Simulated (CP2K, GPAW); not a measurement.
A CP2K input for a self-consistent single point of Tl (P6_3/mmc, 4 atoms in the cell) (DFT LDA (Pade form), GPW, TZVP-MOLOPT-SR-GTH basis, GTH-PADE potentials (GTH_POTENTIALS)):

```
&GLOBAL
  PROJECT calc
  RUN_TYPE ENERGY_FORCE
  PRINT_LEVEL MEDIUM
&END GLOBAL
&FORCE_EVAL
  METHOD Quickstep
  STRESS_TENSOR ANALYTICAL
  &DFT
    BASIS_SET_FILE_NAME BASIS_MOLOPT_UCL
    POTENTIAL_FILE_NAME GTH_POTENTIALS
    &QS
      METHOD GPW
      EPS_DEFAULT 1E-10
    &END QS
    &MGRID
      CUTOFF 500
      REL_CUTOFF 40
      NGRIDS 5
    &END MGRID
    &SCF
      SCF_GUESS ATOMIC
      EPS_SCF 1E-7
      MAX_SCF 100
      ADDED_MOS 9
      &DIAGONALIZATION
        ALGORITHM STANDARD
      &END DIAGONALIZATION
      &MIXING
        METHOD BROYDEN_MIXING
        ALPHA 0.3
        NBUFFER 12
      &END MIXING
      &SMEAR ON
        METHOD FERMI_DIRAC
        ELECTRONIC_TEMPERATURE [K] 1160.45
      &END SMEAR
    &END SCF
    &KPOINTS
      SCHEME MONKHORST-PACK 11 11 3
    &END KPOINTS
    &XC
      &XC_FUNCTIONAL PADE
      &END XC_FUNCTIONAL
    &END XC
    &PRINT
      &MO
        EIGENVALUES T
        OCCUPATION_NUMBERS T
        NDIGITS 8
        FILENAME mo
        &EACH
          QS_SCF 0
        &END EACH
        ADD_LAST NUMERIC
      &END MO
      &MULLIKEN ON
      &END MULLIKEN
    &END PRINT
  &END DFT
  &SUBSYS
    &CELL
      ABC 3.47706200 3.47706198 11.16421000
      ALPHA_BETA_GAMMA 90.00000000 90.00000000 120.00000019
      PERIODIC XYZ
    &END CELL
    &COORD
      Tl       0.00000000     0.00000000     0.00000000
      Tl       0.00000000     0.00000000     5.58210500
      Tl      -0.00000174     2.00748367     2.79105250
      Tl       1.73853274     1.00374033     8.37315750
    &END COORD
    &KIND Tl
      BASIS_SET TZVP-MOLOPT-SR-GTH-q13
      POTENTIAL GTH-PADE-q13
    &END KIND
  &END SUBSYS
  &PRINT
    &FORCES ON
    &END FORCES
    &STRESS_TENSOR ON
    &END STRESS_TENSOR
  &END PRINT
&END FORCE_EVAL
```

Translate this input to GPAW.

One input that does it (others would too):

```python
from ase import Atoms
from ase.units import GPa
from gpaw import GPAW, PW, FermiDirac

atoms = Atoms(['Tl', 'Tl', 'Tl', 'Tl'],
              cell=[[3.477062, 0.000000, 0.000000],
                    [-1.738531, 3.011224, 0.000000],
                    [0.000000, 0.000000, 11.164210]],
              positions=[[0.000000, 0.000000, 0.000000],
                         [0.000000, 0.000000, 5.582105],
                         [-0.000002, 2.007484, 2.791053],
                         [1.738533, 1.003740, 8.373158]],
              pbc=True)

calc = GPAW(mode=PW(600),
            xc='LDA',
            kpts=(11, 11, 3),
            occupations=FermiDirac(0.1),
            nbands=-12,
            convergence={'density': 1e-05},
            symmetry={'symmorphic': False, 'tolerance': 0.0005},
            maxiter=100)

atoms.calc = calc

energy = atoms.get_potential_energy()
print('Energy (eV):', round(energy, 6))
forces = atoms.get_forces()
print('Forces (eV/Ang):')
print(forces.round(5))
stress = atoms.get_stress()
print('Stress (GPa, Voigt):', (stress / GPa).round(4))
```

Basis, cutoffs, solver keys and any potentials are the target program's own. This input uses DFT LDA (Perdew-Wang 92), plane waves, GPAW PAW datasets LDA (gpaw-data 1.0.1). LDA parametrisations can differ slightly between programs. Both were run: pressure -2.49 GPa in CP2K and -2.92 in GPAW.

On CP2K: the starting cell comes from a database of computed structures (which also holds hypothetical and non-ambient phases and stackings), without a prior relaxation at this level. Its lattice was rescaled by a random factor within 2.5 % of one. Values carry the incompleteness of an atom-centred basis.

On GPAW: the starting cell comes from a database of computed structures (which also holds hypothetical and non-ambient phases and stackings), without a prior relaxation at this level. Its lattice was rescaled by a random factor within 2.5 % of one.
